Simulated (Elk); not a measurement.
Elk run on In (I4/mmm, 1 atom in the cell): self-consistent single point.

Level of theory: PBE, all-electron FP-LAPW, Elk's shipped species files, APW+lo basis with extra local orbitals (Elk).

```yaml
crystal:
  lattice:
    - [-1.62987, 1.62987, 2.48243]
    - [1.62987, -1.62987, 2.48243]
    - [1.62987, 1.62987, -2.48243]
  atoms:
    - { symbol: In, position: [0.00000, 0.00000, 0.00000] }
```

Reference input (self-consistent single point, DFT, PBE, all-electron FP-LAPW, Elk's shipped species files, APW+lo basis with extra local orbitals): xctype = 20; rgkmax = 7.5; swidth = 0.00367493 Ha; ngridk = 7 7 7; gmaxvr = 14 1/bohr; nxlo = 2; lorbcnd = true; lmaxi = 3; maxscl = 100. This run's input differs from it in these lines:

```diff
@@ -24,2 +24,8 @@
 
+epspot
+  3.7e-16
+
+epsengy
+  3.7e-14
+
 maxscl
```

Output, abridged:

```
│ Self-consistent loop started │
│ Loop number : 1 │
 total energy                :     -5885.30229676
│ Loop number : 2 │
 total energy                :     -5885.31967761
RMS change in Kohn-Sham potential (target) :   0.8294223947E-01 (  0.3700000000E-15)
Absolute change in total energy (target)   :   0.1738084328E-01 (  0.3700000000E-13)
│ Loop number : 3 │
 total energy                :     -5885.27911012
RMS change in Kohn-Sham potential (target) :   0.8118348764E-01 (  0.3700000000E-15)
Absolute change in total energy (target)   :   0.3622227928E-01 (  0.3700000000E-13)
│ Loop number : 4 │
   [... lines left out ...]
Absolute change in total energy (target)   :   0.5209039955E-07 (  0.3700000000E-13)
│ Loop number : 98 │
 total energy                :     -5883.34775140
RMS change in Kohn-Sham potential (target) :   0.2244930564E-08 (  0.3700000000E-15)
Absolute change in total energy (target)   :   0.6578193279E-07 (  0.3700000000E-13)
│ Loop number : 99 │
 total energy                :     -5883.34775145
RMS change in Kohn-Sham potential (target) :   0.2464252683E-08 (  0.3700000000E-15)
Absolute change in total energy (target)   :   0.3391687642E-07 (  0.3700000000E-13)
│ Loop number : 100 │
Reached self-consistent loops maximum

Energies :
 Fermi                       :     0.206014072307
 total energy                :     -5883.34775139

Density of states at Fermi energy :    14.54072106
 (states/Hartree/unit cell)

Estimated indirect band gap :   0.2199944536E-02
 from k-point     29 to k-point     27
Estimated direct band gap   :   0.2020037044E-01
 at k-point     20

Charges :
 core                        :    30.00000000
 valence                     :    19.00000000
 interstitial                :    1.710946607
 muffin-tins (core leakage)
  species :    1 (In)
   atom    1                 :    47.28905339     (  0.1307746013E-03)
 total in muffin-tins        :    47.28905339
 total calculated charge     :    48.99815394
 total charge                :    49.00000000
 error                       :   0.1846055152E-02

│ Self-consistent loop stopped │
```

The run ended unconverged after 100 iterations. 

The starting cell has typed, rounded lattice constants, without a prior relaxation at this level. Its lattice was rescaled by up to half a per cent. Values depend on the basis (sphere radii, cutoffs, local orbitals), which need not be converged.

Cost on one core of a shared machine: roughly 40 s.
